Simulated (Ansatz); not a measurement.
The reference is Pd in the fcc (Cu type) structure (space group Fm-3m, No. 225; a = 3.878 Å; relaxed with 0.1 eV smearing). Axes: x, y, z lie along the cube axes.

Calculations: PBEsol (Ansatz, a first-principles code), spin-orbit coupling left out.

One thing is altered: tensile biaxial strain of 1.50 % in the plane normal to [001], as in epitaxy on a mismatched substrate; the out-of-plane cell vector and the atoms relax.

**Question.** Predict the new ratio −ε⊥/ε∥ and energy relative to the base.

**Answer.** The ratio −ε⊥/ε∥ comes out as 1.47; the energy goes up by 3.0 meV/atom.

No phonon test of stability was made. The final runs are not spin-polarised.
